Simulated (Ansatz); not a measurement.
The structure below was relaxed with LDA (Ansatz, a program for electronic structure, PAW, spin-orbit coupling left out), at pressure 0.9 GPa.

```
CELL_PARAMETERS angstrom
      0.00000     3.21627     3.21627
      3.21627     0.00000     3.21627
      3.21627     3.21627     0.00000
ATOMIC_POSITIONS crystal
  Sn 0.00000 0.00000 0.00000
  Sn 0.25000 0.25000 0.25000
```

Question: Find the space group and the Wyckoff positions.

Answer: Space group Fd-3m, origin choice 1 (No. 227); a = b = c = 6.4325 Å, α = β = γ = 90.00°

```csv
atom,site,symmetry,x,y,z
Sn,8b,-43m,0.5000,0.5000,0.5000
```

Question: Describe the coordination.

Answer: The crystal has 8 atoms in its conventional cell. Lattice parameters: a = 6.4325 Å, b = 6.4325 Å, c = 6.4325 Å, α = 90.00°, β = 90.00°, γ = 90.00°. Sn has 4 Sn at 2.785 Å (tetrahedral). (Neighbours: up to the widest gap in distance over summed covalent radii, below 1.35, at either atom.)

Load acts through the strain it causes; cell and atoms are relaxed under it. Whether these cells are dynamically stable was not tested. The cell was made from Sn in the diamond structure (space group Fd-3m, No. 227) by this change: pressure 0.9 GPa.
